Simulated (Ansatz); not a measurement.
The parent structure is Re in the hcp (Mg type) structure (space group P6_3/mmc, No. 194; a = 2.775 Å, c = 4.483 Å).

Computed with PBE, PAW, 420 eV (Ansatz, a first-principles code; no spin-orbit coupling), earlier PAW set.

For the base:

| Property | Result |
|---|---|
| c/a ratio | 1.615 |
| Lattice parameter a | 2.775 Å |

One thing is altered: cell and atoms relaxed at a pressure of 15 GPa.

Problem. What happens to the c/a ratio and lattice parameter a?

Solution. The c/a ratio stays 1.615; the lattice parameter a shrinks by 0.035 Å to 2.740 Å.

Load acts through the strain it causes; cell and atoms are relaxed under it. Stability against distortions was not tested. Competing high-pressure phases were not computed. The final runs are not spin-polarised.
